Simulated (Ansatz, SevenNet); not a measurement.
Equilibrium volume per atom (Å³/atom) of solids drawn from the class of silicides and borides, at two levels: the machine-learned potential SevenNet-l3i5 (trained on PBE and PBE+U data), and r²SCAN in Ansatz (PAW).

| solid | SevenNet-l3i5 | r²SCAN | shift (%) |
|---|---|---|---|
| C11b MoSi₂ | 13.61 | 13.36 | -1.8 |
| AlB2-type MgB₂ | 9.62 | 9.54 | -0.8 |
| AlB2-type HfB₂ | 9.97 | 9.88 | -0.9 |
| C11b WSi₂ | 13.70 | 13.42 | -2.0 |
| AlB2-type ZrB₂ | 10.36 | 10.28 | -0.8 |
| AlB2-type TiB₂ | 8.58 | 8.51 | -0.8 |

The shifts run from -2.0 % to -0.8 %, with a median of -0.9 %.

Of 6 rows, r²SCAN is the larger in 0 and the smaller in 6.

Ansatz's runs of these crystals have no spin polarisation.

Spin–orbit coupling is left out, also for the solids with elements from indium on (AlB2-type HfB2, C11b WSi2); its size isn't shown.

Ansatz's density-functional and Hartree–Fock values are scalar-relativistic unless marked +SOC, with PAW data made under PBE.

Ansatz is a program for electronic structure.
